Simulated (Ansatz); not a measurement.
Input and output of a self-consistent single point for ZnSe (F-43m, 2 atoms in the cell) (Ansatz, a program for electronic structure).

Level of theory: LDA (PW92), default PAW files made with PBE (plane waves; Ansatz).

```xyz
2
Lattice="0.0000 2.8350 2.8350 2.8350 0.0000 2.8350 2.8350 2.8350 0.0000" Properties=species:S:1:pos:R:3 pbc="T T T"
Zn     0.0000     0.0000     0.0000
Se     1.4175     1.4175     1.4175
```

Reference input (self-consistent single point, DFT, PBE, plane waves, default PAW files): basis.ecutwfc = 420 eV; kpoints.mp_grid.grid = 10 10 10; hamiltonian.xc = pbe; hamiltonian.pseudopotentials = {kind: paw} (the program's default PAW files); scf.occupations.method = fermi_dirac; scf.occupations.width = 0.01 eV. This run's input differs from it in these lines:

Ansatz 0.2 input:
```diff
@@ -15,3 +15,3 @@
 hamiltonian:
-  xc: pbe
+  xc: lda
   pseudopotentials:
```

Output (repeated stretches shortened):

```
SCF iter   1: F=—  HF=-8630.826072 eV  |F-HF|=—  |Δ(HF+E_count)|=         —  Δρ=5.38e-3  dr2=8.09e-3  ethr=1.77e-3  ⟨swp⟩=6.0  Hψ=4334  notcnv=0
all-band conjugate gradients solve this SCF's bands
preconditioner: auto → none
SCF iter   2: F=—  HF=-8630.823627 eV  |F-HF|=—  |Δ(HF+E_count)|=   2.44e-3  Δρ=2.04e-3  dr2=8.99e-4  ethr=2.89e-5  ⟨swp⟩=2.0  Hψ=1786  notcnv=0
SCF iter   3: F=—  HF=-8630.823530 eV  |F-HF|=—  |Δ(HF+E_count)|=   9.75e-5  Δρ=1.36e-3  dr2=3.67e-4  ethr=3.21e-6  ⟨swp⟩=2.0  Hψ=1410  notcnv=0
SCF iter   4: F=—  HF=-8630.823446 eV  |F-HF|=—  |Δ(HF+E_count)|=   8.39e-5  Δρ=2.88e-4  dr2=3.61e-5  ethr=1.31e-6  ⟨swp⟩=2.0  Hψ=1410  notcnv=0
SCF iter   5: F=—  HF=-8630.823430 eV  |F-HF|=—  |Δ(HF+E_count)|=   1.65e-5  Δρ=1.98e-5  dr2=2.02e-7  ethr=1.29e-7  ⟨swp⟩=2.0  Hψ=1222  notcnv=0
SCF iter   6: F=-8630.823429 eV  HF=-8630.823429 eV  |F-HF|=5.45e-9  |Δ(HF+E_count)|=   5.40e-8  Δρ=4.24e-6  dr2=4.89e-9  ethr=3.57e-10  ⟨swp⟩=5.1  Hψ=3799  notcnv=0
SCF 1 converged in 6 iterations: F = -8630.823429 eV  dr2 = 4.89e-9
Free energy (F): -8630.823429 eV
Internal energy: -8630.823429 eV  (E = F + TS)
E sigma→0 (E₀):  -8630.823429 eV
Fermi energy:    6.954835 eV
--- Forces (eV/Å), atoms counted from 1 ---
  atom   1  Zn     0.00000000    -0.00000000    -0.00000000
  atom   2  Se    -0.00000000     0.00000000     0.00000000
--- Stress (GPa, compression-positive) ---
       -3.465587      -0.000000      -0.000000
       -0.000000      -3.465587       0.000000
        0.000000       0.000000      -3.465587
  P = ⅓ Tr σ = -3.4656 GPa (-34.656 kbar)
  The stress holds the Pulay correction. Without it, at fixed plane waves, as pw.x and ABINIT print it: P = -3.5077 GPa
```

The run converged in 6 iterations. Against the reference run the pressure goes from 2.02 to -3.47 GPa and the gap on the mesh goes from 1.283 to 1.027 eV.

The starting cell has typed, rounded lattice constants, without a prior relaxation at this level. With a pressure of about -3 GPa the cell is away from its equilibrium volume at this level. Ansatz's pressure includes its estimate of the finite-basis (Pulay) stress.
